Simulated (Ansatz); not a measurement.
Base system: WSi$_{2}$ (space group I4/mmm, No. 139; a = 3.202 Å, c = 7.818 Å; relaxed with 0.1 eV smearing). Axes: x, y, z lie along a, b, c of the conventional cell.

Level of theory: PBEsol (Ansatz, a first-principles code), no SOC.

Strains are applied to the cell and any free atomic positions relax.

One change was made to it. Results:

The pressure (mean of the normal stresses, compression positive) goes from zero to -3.6 GPa; the energy rises by 5.0 meV/atom; the shortest interatomic distance increases by 0.0285 Å, from 2.588 Å to 2.617 Å; the band gap is still zero.

### Question
Which change produced these results?
A) uniaxial strain ε_zz = −3.00 %
B) uniaxial strain ε_zz = +3.00 %
C) uniaxial strain ε_zz = +1.50 %
D) uniaxial strain ε_zz = −0.50 %

### Answer
C, uniaxial strain ε_zz = +1.50 %. For comparison, the energy relative to the base in the other runs: uniaxial strain ε_zz = −3.00 % gives +23 meV/atom; uniaxial strain ε_zz = −0.50 % gives +0.6 meV/atom; uniaxial strain ε_zz = +3.00 % gives +19 meV/atom.

No phonon test of stability was made. The final runs are not spin-polarised.
